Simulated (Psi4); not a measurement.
Psi4 1.11, B3LYP/def2-svpd: Hf(F)(OH)3(NH3) ([NH3]->[Hf]([OH])([OH])([OH])[F]), 12 atoms. The geometry is a generated start, not checked to be a minimum at this level.

| Property | Result |
|---|---|
| task | gradient |
| method | b3lyp |
| basis | def2-svpd |
| memory | 7 GB |
| scf_type | df (default) |
| guess | auto, which took SAD (default) |
| diis_max_vecs | 10 (default) |
| scf_initial_accelerator | adiis (default) |
| e_convergence | 1e-08 (default) |
| d_convergence | 1e-08 (default) |
| effective core potentials | those of the basis set, past Kr |
| basis functions (reference run) | 195 |
| grid points (reference run) | 2190446 |

```xyz
12

Hf    -0.4927    -0.1771     0.0270
F     -0.2136    -1.2752     1.5574
O     -2.3308    -0.5651    -0.1012
H     -2.4774    -1.2009     0.6127
O     -0.6138     1.6918     0.1999
H     -1.5032     1.9864    -0.0172
O      0.0644    -0.7129    -1.6884
H     -0.6671    -0.6701    -2.3111
N      1.8108     0.1860     0.3947
H      2.3344    -0.1411    -0.4137
H      2.1235    -0.3069     1.2280
H      1.9654     1.1853     0.5120
```
Charge 0, spin multiplicity 1.

Yardstick: the run with dft_radial_points = 200, dft_spherical_points = 974, dft_pruning_scheme = none (default), which is not proven converged either. Each setting ran once; only counts and results are compared.

Settings tried, all else as in the reference:
- dft_radial_points = 75 (default), dft_spherical_points = 302 (default), dft_pruning_scheme = treutler
- dft_radial_points = 99, dft_spherical_points = 590, dft_pruning_scheme = treutler
- dft_radial_points = 75 (default), dft_spherical_points = 302 (default)
- dft_radial_points = 150, dft_spherical_points = 770
- dft_radial_points = 25, dft_spherical_points = 50
- dft_radial_points = 99, dft_spherical_points = 590
- dft_radial_points = 75 (default), dft_spherical_points = 434
- dft_radial_points = 50, dft_spherical_points = 194
- dft_radial_points = 35, dft_spherical_points = 110

Question: Which of these stay within 1.0 meV/atom in energy, 10 meV/Å in forces (largest component) of the reference run?

Answer: Within it: dft_radial_points = 150, dft_spherical_points = 770; dft_radial_points = 99, dft_spherical_points = 590, dft_pruning_scheme = treutler; dft_radial_points = 99, dft_spherical_points = 590. At the edge (between 0.75 and 1.33 times the tolerance): dft_radial_points = 75 (default), dft_spherical_points = 434. Outside: dft_radial_points = 75 (default), dft_spherical_points = 302 (default), dft_pruning_scheme = treutler; dft_radial_points = 75 (default), dft_spherical_points = 302 (default); dft_radial_points = 50, dft_spherical_points = 194; dft_radial_points = 35, dft_spherical_points = 110; dft_radial_points = 25, dft_spherical_points = 50.

| setting | grid points | energy against the reference | difference in forces (largest component) |
|---|---|---|---|
| the reference | 2190446 | — | — |
| dft_radial_points = 150, dft_spherical_points = 770 | 1305477 | under 0.001 meV/atom | 0.57 meV/Å |
| dft_radial_points = 99, dft_spherical_points = 590, dft_pruning_scheme = treutler | 373399 | −0.012 meV/atom | 2.2 meV/Å |
| dft_radial_points = 99, dft_spherical_points = 590 | 663325 | −0.0011 meV/atom | 2.3 meV/Å |
| dft_radial_points = 75 (default), dft_spherical_points = 434 | 371327 | +0.019 meV/atom | 7.6 meV/Å |
| dft_radial_points = 75 (default), dft_spherical_points = 302 (default), dft_pruning_scheme = treutler | 152564 | +0.065 meV/atom | 14 meV/Å |
| dft_radial_points = 75 (default), dft_spherical_points = 302 (default) | 258582 | +0.076 meV/atom | 14 meV/Å |
| dft_radial_points = 50, dft_spherical_points = 194 | 112337 | −0.22 meV/atom | 25 meV/Å |
| dft_radial_points = 35, dft_spherical_points = 110 | 44767 | −0.15 meV/atom | 73 meV/Å |
| dft_radial_points = 25, dft_spherical_points = 50 | 14546 | −2.2 meV/atom | 530 meV/Å |

Total energies are compared; such shifts often cancel in part in energy differences. The gradients leave out the derivatives of the grid weights. No test of the SCF solution's stability was run. Also tried and not ranked: dft_radial_points = 75 (default), dft_spherical_points = 302 (default), dft_pruning_scheme = robust (same energy as a listed run); dft_radial_points = 99, dft_spherical_points = 590, dft_pruning_scheme = robust (same energy as a listed run). The tolerance is a choice made for this comparison.
